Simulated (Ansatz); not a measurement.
# A computed series for hypothetical P4_2/mnm InP: carrier doping

The reference is InP (space group P4_2/mnm, No. 136; a = 7.277 Å, c = 4.216 Å; a hypothetical phase, not in the database extracts checked).

Carriers are added at fixed cell with a uniform background; the Fermi–Dirac width is that of 300 K.

Levels (all Ansatz, an electronic-structure program, PAW): PBE (420 eV, without spin-orbit coupling); PBEsol (420 eV, no spin-orbit coupling).

The base cell above is that of PBE; each level relaxes its own structures.

Notes on the quantities. Fermi level from band edge: Fermi level relative to the doped band's edge (positive inside the band; to 0.05 eV).

```json
[
 {"case": "electrons 2.0×10^21 cm⁻³", "Fermi level from band edge, PBE": "+1.15 eV", "Fermi level from band edge, PBEsol": "+1.00 eV"},
 {"case": "electrons 5.0×10^21 cm⁻³", "Fermi level from band edge, PBE": "+1.35 eV", "Fermi level from band edge, PBEsol": "+1.15 eV"},
 {"case": "electrons 7.0×10^21 cm⁻³", "Fermi level from band edge, PBE": "+1.45 eV", "Fermi level from band edge, PBEsol": "+1.30 eV"},
 {"case": "electrons 1.0×10^22 cm⁻³", "Fermi level from band edge, PBE": "+1.55 eV", "Fermi level from band edge, PBEsol": "+1.40 eV"},
 {"case": "holes 2.0×10^21 cm⁻³", "Fermi level from band edge, PBE": "+0.30 eV", "Fermi level from band edge, PBEsol": "+0.35 eV"},
 {"case": "holes 5.0×10^21 cm⁻³", "Fermi level from band edge, PBE": "+0.55 eV", "Fermi level from band edge, PBEsol": "+0.60 eV"},
 {"case": "holes 7.0×10^21 cm⁻³", "Fermi level from band edge, PBE": "+0.60 eV", "Fermi level from band edge, PBEsol": "+0.65 eV"},
 {"case": "holes 1.0×10^22 cm⁻³", "Fermi level from band edge, PBE": "+0.75 eV", "Fermi level from band edge, PBEsol": "+0.80 eV"}
]
```

The two levels differ by at most about 0.20 eV. They put the cases in the same order.

Carriers are added with a uniform compensating background; total energy and stress of such cells depend on the potential's zero and are not compared; many-body gap narrowing is missing at this level. Stability against distortions was not tested.
